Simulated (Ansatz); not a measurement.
Consider a periodic stack without vacuum, rock-salt TiN (1 1 1) on Si0.75Ge0.25, ordered (1 1 1), B on 2 of 4 substrate sites at each interface (film strained to the substrate, started from cuts of the bulks and a machine-learned relaxation; slabs Ge8B4Si28 and N28Ti28, which can lie off the formulas): substrate slab Ge8B4Si28, film N28Ti28, surface cells [[0, 1], [-2, 0]] and [[1, -3], [3, -2]], film strained by -1.5 and -1.5 %, outermost planes Si/GeSi and N/Ti as cut, which need not be the usual terminations and can put a slab off its formula. Its start:

```xyz
96
Lattice="7.8244 0.0000 0.0145 3.9120 6.7760 -0.0326 -3.6996 -2.1326 25.3792" Properties=species:S:1:pos:R:3 pbc="T T T"
Ge     1.9204     2.9828     1.8475
Ge     3.5711     6.2965     1.4578
Ge     5.9427     5.1802     4.5826
Ge     4.0596     1.7637     4.6481
Ge     5.8767     0.7511     8.0015
Ge     7.8420     4.1324     7.9820
Ge     1.9717     3.0399    11.2731
Ge    -0.0056    -0.3145    10.9984
B      5.0177     5.0861    14.4257
B      4.4399     2.1379    14.5243
Si     6.3451     2.7120     1.3510
Si     8.0467     6.1366     1.2520
B      5.9003     0.7160     0.7774
B      8.1872     3.9525     0.9570
Si     4.0962     3.7584     1.0710
Si     1.7957     0.6660     1.1112
Si     9.8190     5.2324     4.7804
Si     7.8579     1.7802     4.7970
Si     2.0036     2.9429     4.1964
Si     3.9080     6.3277     3.9073
Si     7.9546     6.2661     3.7272
Si     6.0425     2.8775     3.7666
Si     2.0032     0.7481     7.9038
Si     3.9426     4.1261     7.8857
Si     5.8789     5.2576     7.0731
Si     3.9394     1.8769     7.1151
Si     7.8654     1.8426     7.1591
Si     9.8208     5.2527     7.1433
Si     5.8617     3.1059    11.1832
Si     3.8897    -0.3160    11.2004
Si     5.7960     0.8497    10.4160
Si     7.8154     4.2080    10.4104
Si     3.9374     4.1521    10.2678
Si     2.0069     0.7869    10.2755
Si     1.8047     5.6094    14.1579
Si     0.1658     1.8792    14.1842
Si     2.2713     3.1375    14.2396
Si    -0.0011    -0.3466    13.3510
Si     3.6954     0.2454    14.1656
Si     5.8669     3.2072    13.5616
N      2.4197     3.1808    15.9447
N      7.4165     4.1460    15.9963
N      4.7047     5.1178    15.7707
N      5.8100    -0.6943    15.8830
N      2.9690     0.2398    15.8039
N      0.1387     1.2894    15.8385
N      5.1061     2.2103    15.7886
N      4.6417     0.6095    18.2785
N      1.8332     1.5676    18.2816
N      6.8531     2.5388    18.2900
N      4.0793     3.5061    18.2660
N      1.3058     4.5005    18.2664
N      2.3891    -1.3150    18.2770
N     -0.3785    -0.3359    18.2524
N      2.9618     4.8270    20.7495
N      4.0812    -0.9764    20.7788
N      1.2740    -0.0185    20.7762
N      6.3025     0.9550    20.7983
N      3.5061     1.9110    20.7776
N      0.7149     2.8928    20.7604
N      5.7621     3.8635    20.7549
N      5.1864     2.2448    23.3060
N      2.3908     3.2303    23.2386
N      7.4273     4.2236    23.2838
N      0.7552    -1.6141    23.2790
N     -2.0930    -0.6312    23.3116
N      2.9405     0.3241    23.3339
N      0.1337     1.2925    23.2995
Ti     3.4990     1.8446    17.0217
Ti     0.6956     2.8812    16.9565
Ti     5.7772     3.8102    16.9495
Ti     2.9880     4.8206    16.9648
Ti     4.0773    -1.0301    16.9276
Ti     1.3045    -0.0222    16.9495
Ti     6.3104     0.9526    16.9825
Ti    -2.0618    -0.6611    19.4950
Ti     2.9588     0.2887    19.5029
Ti     0.1575     1.2691    19.4961
Ti     5.1866     2.2313    19.5068
Ti     2.3975     3.2016    19.4856
Ti     7.4314     4.1778    19.4747
Ti     0.7233    -1.6344    19.4989
Ti     4.0920     3.5341    21.9618
Ti     1.2690     4.5307    21.9650
Ti     2.4111    -1.2845    22.0119
Ti    -0.4025    -0.3163    22.0064
Ti     4.6218     0.6324    22.0340
Ti     1.8196     1.5912    21.9957
Ti     6.8618     2.5691    22.0082
Ti    -1.5615     0.9577    24.5368
Ti     3.4932     1.9728    24.4197
Ti     0.7137     2.9561    24.3758
Ti     5.7786     3.8698    24.4504
Ti    -0.9163    -1.9314    24.3276
Ti     4.0110    -0.9463    24.6014
Ti     1.2712    -0.0228    24.5051
```

The start was prepared with a machine-learned potential, and the result is one local minimum, with the in-plane cell held and forces under 0.04 eV/Å; the film can end far from its bulk form.

Level of theory: PBE (plane waves to 420 eV, PAW; Ansatz, an electronic-structure program). Spin–orbit coupling is left out; the runs are not spin-polarised; PBE gaps are too small against experiment. Its k-point mesh 4×4×1, Fermi–Dirac width 0.05 eV.

Problem. Predict the relaxed interface.

Solution. 
* **interface area**: 53.0 Å²
* **period**: 25.03 Å
* **heights between the nearest atoms of the two slabs at the two interfaces**: 1.16 and 1.64 Å
* **Si–Ti contacts across the interfaces within 1.22 times the sum of covalent radii**: 18, mean 2.91 Å
* **B–Ti contacts across the interfaces within 1.22 times the sum of covalent radii**: 7, mean 2.49 Å
* **Ge–Ti contacts across the interfaces within 1.22 times the sum of covalent radii**: 4, mean 2.91 Å
* **N–Si contacts across the interfaces within 1.22 times the sum of covalent radii**: 4, mean 1.79 Å
